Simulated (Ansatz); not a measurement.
The starting structures come from a database of crystals and need not be the phases stable at ambient conditions.

## Evanescent states of KNaLaTaO$_{5}$ (P4/nmm, not sure to be the ambient phase, 18 atoms a cell, 15.9 Å³ an atom, -3 GPa at this level) along the normal of (110)

Method: r2SCAN (plane waves, PAW; Ansatz, an electronic-structure program).

The gap is the functional's own. No spin-orbit coupling. Mid-gap values are interpolated on the energy grid.

Energies count from the valence-band top; κ is the least over a 4×4 mesh across the current.

```tsv
E (eV)	κ (1/Å)	where
0.10	0.181	off Γ
0.30	0.296	off Γ
0.50	0.364	off Γ
0.70	0.404	Γ
0.90	0.426	Γ
1.10	___	Γ
1.30	___	Γ
1.50	___	Γ
1.70	___	Γ
1.90	___	Γ
2.10	___	Γ
2.30	___	Γ
2.50	___	Γ
2.70	___	Γ
2.90	___	Γ
3.10	___	Γ
3.30	0.384	Γ
3.50	0.342	off Γ
3.70	0.286	off Γ
3.90	0.210	off Γ
4.10	0.051	off Γ
```

Question: Some entries are withheld; supply them.

Answer: 
- 1.10, κ (1/Å): 0.443
- 1.30, κ (1/Å): 0.455
- 1.50, κ (1/Å): 0.463
- 1.70, κ (1/Å): 0.467
- 1.90, κ (1/Å): 0.468
- 2.10, κ (1/Å): 0.465
- 2.30, κ (1/Å): 0.459
- 2.50, κ (1/Å): 0.451
- 2.70, κ (1/Å): 0.439
- 2.90, κ (1/Å): 0.424
- 3.10, κ (1/Å): 0.406
